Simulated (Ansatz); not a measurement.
```xyz
20
Lattice="21.0000 0.0000 0.0000 0.0000 20.5000 0.0000 0.0000 0.0000 6.4601" Properties=species:S:1:pos:R:3 pbc="T T T"
K     15.6789    10.2500     0.0000
Br    14.7616    13.3457     0.0000
K     12.0999    15.1732     0.0000
Br     8.8724    15.2585     0.0000
K      6.3109    13.2930     0.0000
Br     5.2315    10.2500     0.0000
K      6.3109     7.2070     0.0000
Br     8.8724     5.2415     0.0000
K     12.0999     5.3268     0.0000
Br    14.7616     7.1543     0.0000
Br    15.7685    10.2500     3.2301
K     14.6891    13.2930     3.2301
Br    12.1276    15.2585     3.2301
K      8.9001    15.1732     3.2301
Br     6.2384    13.3457     3.2301
K      5.3211    10.2500     3.2301
Br     6.2384     7.1543     3.2301
K      8.9001     5.3268     3.2301
Br    12.1276     5.2415     3.2301
K     14.6891     7.2070     3.2301
```

Computed with PBE (plane waves to 420 eV, PAW; Ansatz, a program for electronic structure). Mesh 1×1×6. No spin polarisation. Isolated but for its images some 11 Å away. A hypothetical model. Symmetry and one short period hold its shape; lower forms weren't sought. Values not marked SOC lack spin–orbit coupling.

**Question.** Tabulate the two highest filled and two lowest empty levels along the axis, from the valence top.

**Answer.** 
```json
[
 {"k (2π/c)": "0.000", "v2 (eV)": "0.00", "v1 (eV)": "0.00", "c1 (eV)": "4.32", "c2 (eV)": "4.70"},
 {"k (2π/c)": "0.042", "v2 (eV)": "-0.01", "v1 (eV)": "0.00", "c1 (eV)": "4.33", "c2 (eV)": "4.71"},
 {"k (2π/c)": "0.083", "v2 (eV)": "-0.03", "v1 (eV)": "-0.01", "c1 (eV)": "4.36", "c2 (eV)": "4.74"},
 {"k (2π/c)": "0.125", "v2 (eV)": "-0.03", "v1 (eV)": "-0.02", "c1 (eV)": "4.41", "c2 (eV)": "4.79"},
 {"k (2π/c)": "0.167", "v2 (eV)": "-0.04", "v1 (eV)": "-0.04", "c1 (eV)": "4.48", "c2 (eV)": "4.85"},
 {"k (2π/c)": "0.208", "v2 (eV)": "-0.06", "v1 (eV)": "-0.04", "c1 (eV)": "4.56", "c2 (eV)": "4.93"},
 {"k (2π/c)": "0.250", "v2 (eV)": "-0.07", "v1 (eV)": "-0.06", "c1 (eV)": "4.65", "c2 (eV)": "–"},
 {"k (2π/c)": "0.292", "v2 (eV)": "-0.08", "v1 (eV)": "-0.07", "c1 (eV)": "4.76", "c2 (eV)": "–"},
 {"k (2π/c)": "0.333", "v2 (eV)": "-0.09", "v1 (eV)": "-0.08", "c1 (eV)": "4.88", "c2 (eV)": "–"},
 {"k (2π/c)": "0.375", "v2 (eV)": "-0.10", "v1 (eV)": "-0.09", "c1 (eV)": "–", "c2 (eV)": "–"},
 {"k (2π/c)": "0.417", "v2 (eV)": "-0.11", "v1 (eV)": "-0.11", "c1 (eV)": "–", "c2 (eV)": "–"},
 {"k (2π/c)": "0.458", "v2 (eV)": "-0.12", "v1 (eV)": "-0.12", "c1 (eV)": "–", "c2 (eV)": "–"},
 {"k (2π/c)": "0.500", "v2 (eV)": "-0.13", "v1 (eV)": "-0.13", "c1 (eV)": "–", "c2 (eV)": "–"}
]
```
A dash stands for levels within 1 eV of the vacuum level or above it.
